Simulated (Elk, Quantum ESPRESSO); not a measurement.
## Equation of state of CuAu-type TiAl (space group 123): energy against volume (Elk, PBE)

```yaml
crystal:
  lattice:
    - [2.77968, 0.00000, 0.00000]
    - [0.00000, 2.77968, 0.00000]
    - [0.00000, 0.00000, 3.99763]
  atoms:
    - { symbol: Ti, position: [0.00000, 0.00000, 0.00000] }
    - { symbol: Al, position: [0.50000, 0.50000, 0.50000] }
```

Method of the run: PBE, all-electron FP-LAPW, Elk's shipped species files, APW+lo basis with extra local orbitals (Elk). Settings: xctype = 20; rgkmax = 8.55; stype = 3; swidth = 0.00183747 Ha; ngridk = 20 20 14; tforce = true; gmaxvr = 18 1/bohr; lmaxapw = 10; lmaxo = 8; nxlo = 2; lorbcnd = true; lradstp = 2; nrmtscf = 2; lmaxi = 4; sphere radii = {Ti: 2.4, Al: 2.2} bohr. The cell above is the first row's. The rows scale it uniformly. In all rows fractional positions and the k mesh are held. E is the free energy at the stated smearing, counted from the lowest row.

| V (Å^3/atom) | E (meV/atom) |
|---|---|
| 15.444 | 15.12 |
| 15.780 | 4.74 |
| 16.116 | 0.00 |
| 16.451 | 0.38 |
| 16.787 | 5.41 |
| 17.123 | 14.60 |
| 17.459 | 27.59 |
| 17.794 | 43.97 |
| 18.130 | ? |

### Question
Using the third-order Birch-Murnaghan form, a cubic in V^(-2/3), estimate the missing E at V = 18.130 from the other rows, showing the fit.

### Answer
With u = V^(-2/3) - 0.154, the rows have u = 0.007248, 0.004951, 0.002733, 0.000598, -0.001471, -0.003473, -0.005411, -0.007282. Least squares gives E = 1.369 - 1954.90·u + 533208·u² - 231705·u³. Residuals (row less fit): -0.003, 0.008, -0.004, -0.011, 0.011, 0.001, -0.005, 0.001; standard error 0.009 (degrees of freedom: 4). Its minimum lies at u = 0.001835, so V0 = (0.155835)^(-3/2) = 16.26. There d²E/du² = 1064000 and d³E/du³ = -1390000, so B0 = (4/9) × 16.26^(-7/3) × 1064000 × 0.160218 = 113 GPa (the last factor turns the table's units into GPa), and B0' = 4 + (2/3) × 0.155835 × (-1390000)/1064000 = 3.9. At the withheld row, u = -0.009100, so E = 1.369 - 1954.90 × (-0.009100) + 533208 × (-0.009100)² - 231705 × (-0.009100)³ = 63.488 meV/atom. The calculation gives 63.43 meV/atom, 0.058 meV/atom below the prediction (0.1 % of the range of E in the table). The row lies outside the fitted rows, so this is an extrapolation. From the scatter of the fitted rows alone, a prediction at this place has a standard error of 0.022 meV/atom, so the miss is 2.6 times that.

Carrying the step between the two nearest rows on in a straight line would have given 60.40, off by 3.03; series whose last step already gives the withheld value aren't shown. The scan was laid around a cell of about the measured size, scaled by a guess for this functional; axis ratios and inner coordinates come from that cell. The runs keep the symmetry of the cell, so they don't test it for distortions. A plane-wave scan with the same functional (Quantum ESPRESSO, GBRV) gives V0 = 16.21 Å^3/atom and B0 = 114 GPa; a Birch-Murnaghan fit to all rows here lies 0.3 % from it in V0 and 0 % in B0; the two differ in basis, and may differ in potentials and mesh. Spin polarisation is off. Values depend on the basis (sphere radii, cutoffs, local orbitals), which need not be converged. The shape of the cell and the inner coordinates aren't relaxed, so V0 and B0 belong to this uniform scaling; a relaxed crystal lies no higher in energy and is usually softer. Sphere radii are the same in all rows. Cutoffs and mesh are single choices, not tested for convergence of this quantity. Series with a scatter that would blur these digits, or in which a gap closes, are not shown. Nor are scans whose minimum lies at an end fitted in this form.
